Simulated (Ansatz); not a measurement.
Base system: LaBi in the rock salt structure (space group Fm-3m, No. 225; a = 6.5560 Å; relaxed with 0.1 eV smearing). Axes: x, y, z lie along the cube axes.

Method: PBEsol (Ansatz, a program for electronic structure; PAW; 420 eV plane waves; no SOC).

Perturbation: compressive biaxial strain of 3.52 % in the plane normal to [110], as in epitaxy on a mismatched substrate; the out-of-plane cell vector and the atoms relax.

Q: Estimate the effect on the out-of-plane strain.

A: The out-of-plane strain is +2.86 %.

Q: Predict the new energy relative to the base.

A: The energy rises by 29 meV/atom.

Stability against distortions was not tested.
